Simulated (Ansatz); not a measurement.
System: A15 Nb3Sn (cubic form, which distorts at low temperature). Method: PBE (PAW; Ansatz, a quantum-chemistry and plane-wave program).

Output (set-up and result lines):

```
Crystal: 8 atoms, lattice volume = 153.504 Å³
Basis set: ecut = 520 eV, 4139 PW (Γ), exchange–correlation on 80×80×80 points (8 copies of the dense FFT grid, shifted against one another)
Bands: 64, of which v1, the nominal top of the filled ones, is band 53 counted from 1 (52 counted from 0)
Symmetry: 48 space group operations
Space group: Pm-3n (ITA 223), of the structure as read, at distance tolerance 5.4e-5 Å
k-points: 56 of 1000
Functional: x = pbe(κ = 0.804, μ = 0.2195149727645171), c = pbe(β = 0.06672455060314922)
SCF iter   1: F=—  HF=-39363.543519 eV  |F-HF|=—  |Δ(HF+E_count)|=         —  Δρ=4.79e-3  dr2=3.27e-2
SCF iter   2: F=—  HF=-39363.537456 eV  |F-HF|=—  |Δ(HF+E_count)|=   6.06e-3  Δρ=2.63e-3  dr2=1.04e-2
  ...
SCF iter   7: F=—  HF=-39363.534377 eV  |F-HF|=—  |Δ(HF+E_count)|=   4.42e-9  Δρ=8.39e-7  dr2=1.21e-9
SCF iter   8: F=-39363.534377 eV  HF=-39363.534377 eV  |F-HF|=1.46e-11  |Δ(HF+E_count)|=  1.16e-10  Δρ=1.22e-7  dr2=1.60e-11
SCF 1 converged in 8 iterations: F = -39363.534377 eV  dr2 = 1.60e-11
SCF converged after 8 iterations
Free energy (F): -39363.534377 eV
Internal energy: -39363.420697 eV  (E = F + TS)
E sigma→0 (E₀):  -39363.477537 eV
Fermi energy:    16.487822 eV
--- Forces (eV/Å), atoms counted from 1 ---
  atom   1  Nb     0.00000000     0.00000000     0.00000000
  atom   2  Nb     0.00000000     0.00000000     0.00000000
  atom   3  Nb    -0.00000000    -0.00000000     0.00000000
  atom   4  Nb    -0.00000000    -0.00000000     0.00000000
  atom   5  Nb    -0.00000000     0.00000000     0.00000000
  atom   6  Nb    -0.00000000     0.00000000     0.00000000
  atom   7  Sn     0.00000000    -0.00000000    -0.00000000
  atom   8  Sn     0.00000000    -0.00000000     0.00000000
--- Stress (GPa, compression-positive) ---
       -3.068091       0.000000       0.000000
        0.000000      -3.068091       0.000000
        0.000000       0.000000      -3.068091
  P = ⅓ Tr σ = -3.0681 GPa (-30.681 kbar)
```

Question: Write an input file that could have produced this run (the log leaves some choices open).

Answer: Several could match; the one computed here: 
Ansatz 0.2 input:
```yaml
crystal:
  lattice:
    - [5.3543418852, 0.0, 0.0]
    - [0.0, 5.3543418852, 0.0]
    - [0.0, 0.0, 5.3543418852]
  atoms:
    - { symbol: Nb, position: [0.25, 0.0, 0.5] }
    - { symbol: Nb, position: [0.5, 0.25, 0.0] }
    - { symbol: Nb, position: [0.5, 0.75, 0.0] }
    - { symbol: Nb, position: [0.75, 0.0, 0.5] }
    - { symbol: Nb, position: [0.0, 0.5, 0.75] }
    - { symbol: Nb, position: [0.0, 0.5, 0.25] }
    - { symbol: Sn, position: [0.5, 0.5, 0.5] }
    - { symbol: Sn, position: [0.0, 0.0, 0.0] }
basis:
  ecutwfc: 520
  ecutrho_ratio: 4
  xc_grid: 2
kpoints:
  mp_grid: { grid: [10, 10, 10] }
hamiltonian:
  xc: pbe
  dispersion: none
  pseudopotentials: { kind: paw }
scf:
  occupations: { method: fermi_dirac, width: 0.05 }
  convergence: { dr2_threshold: 0.0000000008 }
output:
  forces: true
  stress: true
  eigenvalues: true
```

The cell is one volume of an energy–volume scan, off the minimum.

Note: symmetry holds this phase in the static calculation, where it need not be a minimum.

Cost on a shared machine: around 40 core-seconds (rough).
